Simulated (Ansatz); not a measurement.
ZnSe under load (space group Imm2), r2SCAN with spin-orbit coupling, rigid bands run with Ansatz (an electronic-structure program). Condition of this run: uniaxial stress along [110] of -1 GPa (compression positive) (the target of the relaxation). Band gap 1.70 eV, N_c = 1.15e18 cm⁻³ and N_v = 1.40e19 cm⁻³ at 300 K, conductivity masses along z (a = (0.02, 2.85, 2.81) Å; b = (2.85, 0.02, 2.81) Å; c = (2.87, 2.87, 0.00) Å) of 0.132 mₑ (electrons) and 0.639 mₑ (holes). Take k_BT = 0.02585 eV.

Question: Find the intrinsic carrier density and the intrinsic Fermi level.

Answer: n_i = √(N_c N_v) exp(−E_g/2k_BT) = 4.01e18 × exp(−32.88) = 2.1e4 cm⁻³. The level lies (k_BT/2) ln(N_v/N_c) = 32 meV from mid-gap (positive towards the conduction band). Each 0.1 eV added to the gap lowers n_i by a factor of 6.9.

Question: A film of it is 3 nm thick, with its normal along the direction named. Estimate the confinement energies in an infinite well.

Answer: ħ²π²/(2m t²) = 0.376 eV·nm²/(m/mₑ × t²) gives 317 meV for electrons and 65.4 meV for holes, so the gap would widen to about 2.08 eV. Finite barriers and nonparabolic bands lower this, and with several valleys or bands the heaviest mass along the normal sets the lowest level, not this average.

Question: What built-in voltage has an abrupt junction with N_A = 1e16 and N_D = 1e17 cm⁻³, all dopants ionised?

Answer: V_bi = E_g/e − (k_BT/e) ln(N_c N_v/(N_A N_D)) = 1.70 − 0.02585 × 9.69 = 1.45 V, for the computed gap.

Rigid bands with the computed gap; masses take one relaxation time for all states.
